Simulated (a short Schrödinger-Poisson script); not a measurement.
System: symmetric double-gate stack, SiO2 on p-type Si(100), at 300 K.

| layer | material | thickness (nm) | Na (cm⁻³) |
|---|---|---|---|
| 1 | SiO2 | 3.2 | - |
| 2 | Si | 10 | 6e17 |
| 3 | SiO2 | 3.2 | - |

The device is made up for the run: typed textbook-type constants, with dimensions and the other settings drawn at random. SiO2: permittivity 3.9, conduction-band edge (eV) 3.15, gap (eV) 9, electron mass (mₑ) 0.5. Si: permittivity 11.7, conduction-band edge (eV) 0, gap (eV) 1.124, Nv at 300 K (cm⁻³) 3.1e19.

Channel valleys (confinement mass, in-plane density-of-states mass, number): Δ2 0.916, 0.19, 2; Δ4 0.19, 0.417, 4. At the gates, both at one voltage, the conduction-band edge of layer 1 lies 3.36 eV − eVg above the Fermi level of the channel. Gaps are held at their typed values at every temperature. Mesh 0.03 nm at interfaces.

From a short Schrödinger-Poisson script (our own, NumPy): 1D Poisson equation in equilibrium, electrons classical, Fermi-Dirac, parabolic valleys, classical holes, full ionisation, no traps, pinning or gate leakage.

The same stack at other levels of the model or other numerical settings:

```csv
run,sheet density of all electrons at Vg = 2.4 V (cm⁻²),sheet density of all electrons at Vg = 0.6 V (cm⁻²),capacitance of both gates at Vg = 2.4 V (μF/cm²),rough cost against the base
base,2.71e13,4.69e12,2.03,about 1
"electrons treated as classical, Boltzmann",2.78e13,4.73e12,2.10,0.3
"electrons treated as quantum, Hartree",2.53e13,4.17e12,1.95,10
mesh six times as coarse,2.69e13,4.65e12,2.02,0.3
```

The classical rows ignore confinement, and Boltzmann statistics overrate the density once the band edge passes the Fermi level.
